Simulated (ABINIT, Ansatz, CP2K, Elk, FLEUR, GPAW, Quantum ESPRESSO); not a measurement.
**Code comparison for ZnSe (F-43m, 2 atoms in the cell)**

Self-consistent single point, at a second geometry (lattice scaled by 0.98). First geometry:

```xyz
2
Lattice="0.0000 2.8203 2.8203 2.8203 0.0000 2.8203 2.8203 2.8203 0.0000" Properties=species:S:1:pos:R:3 pbc="T T T"
Zn     0.0000     0.0000     0.0000
Se     4.2304     4.2304     4.2304
```

Shared settings, as Ansatz (a quantum-chemistry and plane-wave program) writes them: kpoints.mp_grid.grid = 10 10 10; scf.occupations.method = fermi_dirac; scf.occupations.width = 0.02 eV. Potentials and cutoffs stand in the table.

| code | model | ΔF from the first geometry (meV/atom) | pressure (GPa) | gap on the mesh (eV) | cutoff |
|---|---|---|---|---|---|
| Quantum ESPRESSO | PBE, PSlibrary ultrasoft (PBE) pseudopotentials | 46.0 | 7.44 | 1.595 | 50 Ry |
| GPAW | PBE, GPAW PAW datasets PBE (gpaw-data 1.0.1) | 44.5 | 7.98 | 1.608 | 850 eV |
| CP2K | PBE, GPW, DZVP-MOLOPT-SR-GTH basis, GTH-PBE potentials (GTH_POTENTIALS) | 52.1 | 9.02 | 1.618 | grid 600 Ry |
| FLEUR | PBE, all-electron FLAPW (FLEUR), scalar-relativistic valence | 47.0 | – | 1.603 | Kmax 3.8 1/bohr |
| ABINIT | PBE, PAW (JTH v2.0 PBE PAW) | 44.6 | 7.97 | 1.602 | 30 Ha |
| Elk | PBE, all-electron FP-LAPW, Elk's shipped species files, default APW+lo basis | 44.8 | – | 1.545 | default |
| Ansatz | PBE, default PAW files | 44.3 | 7.88 | 1.597 | default |

For Quantum ESPRESSO (by 0.7 GPa) the energy change implies a higher mean pressure, against the two pressures, than for the other programs: a sign of finite-basis (Pulay) stress.

A dash marks a value that a program does not give, or that is left out as unsure.

Gaps are read on the mesh.

The spread over the programs that give each value: ΔF from the first geometry within 7.8 meV/atom; pressure within 1.58 GPa; gap on the mesh within 0.073 eV.

CP2K uses small atom-centred bases, whose incompleteness enters pressures, forces and empty levels differently from a plane-wave cutoff. FLEUR and Elk treat all electrons, but the usual bases taken here (sphere radii, linearisation, local orbitals, empty states) were not tested for convergence, so the values are no reference for the others. Ansatz's pressure is given at a fixed set of plane waves, as the other plane-wave codes print theirs; with its correction for the finite basis it is 7.94 GPa. In the pressure, CP2K (by 1.09) lies more than 1 GPa from the median of the plane-wave programs.

The starting cell comes from a database of computed structures (which also holds hypothetical and non-ambient phases and stackings), without a prior relaxation at this level. Its lattice was rescaled by a random factor within 2.5 % of one. For this run, on top of that: lattice scaled by 0.98.

Left out of this page: SIESTA (unsound by tests on forces, stress, charge or solver warnings).

Keys are those of Ansatz 0.2.
